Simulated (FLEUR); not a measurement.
Band structure of Co (P6_3/mmc, 2 atoms in the cell).

```
Co
1.0
    1.25500    -2.17372     0.00000
    1.25500     2.17372     0.00000
    0.00000     0.00000     4.07000
Co
2
Cartesian
  1.25500   0.72457   1.01750
  1.25500  -0.72457   3.05250
```
Moments meant for the start (each program seeds them in its own way; μB, in the order of the atoms Co Co): 2.0 2.0.

Method of the run: PBE, all-electron FLAPW (FLEUR), scalar-relativistic valence.

Settings: Kmax = 3.6 1/bohr; GmaxXC = 14.4 1/bohr; xcFunctional = pbe; jspins = 2; l_soc = F; mode = hist; fermiSmearingEnergy = 0.00499791 Htr; mesh (inpgen div1-3) = 13 13 7; inpgen gamma flag = false; Gmax = 14.4 1/bohr; numbands = 0; maxIterBroyd = 40; imix = Anderson; alpha = 0.05.

The starting cell has typed, rounded lattice constants, without a prior relaxation at this level. Values depend on the basis (sphere radii, cutoffs, local orbitals), which need not be converged.

Levels in eV from the Fermi level, bands 13 to 20 of the first spin channel:
```
point     13     14     15     16     17     18     19     20
-----  -----  -----  -----  -----  -----  -----  -----  -----
Γ      -2.28  -1.93  -1.93  -0.84  -0.84  -0.12   6.20  21.82
M      -2.19  -0.73  -0.65  -0.59   1.24   3.22   9.59  10.14
K      -1.93  -0.96  -0.96  -0.87   4.41   5.18   5.18  12.28
A      -2.64  -2.64  -1.16  -1.16  -1.16  -1.16  15.12  15.12
L      -1.08  -1.08  -0.64  -0.64   1.55   1.55   7.15   7.15
H      -1.90  -1.90  -0.81  -0.81   5.62   5.62   7.28   7.28
```
